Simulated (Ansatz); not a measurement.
The reference is LiF in the zinc blende structure (space group F-43m, No. 216; a = 4.290 Å; a hypothetical phase, not in the database extracts checked). Axes: x, y, z lie along the cube axes.

All numbers come from r2SCAN, PAW, 500 eV (Ansatz, a quantum-chemistry and plane-wave program; no spin-orbit coupling).

A first run, uniaxial strain ε_yy = +0.62 %, gives secant values C11 ≈ 71 GPa and C12 ≈ 51 GPa from its stress. A second run applies biaxial strain −1.62 %, plane normal [001], relaxed out of plane.

Task: What does linear elasticity predict for −ε⊥/ε∥ in the second run, and what does the run give?

Result: Linear elasticity: 2 C12/C11 = 1.44. The run gives 1.40; any difference comes from nonlinear terms at these strains and numerical noise.

Whether these cells are dynamically stable was not tested.
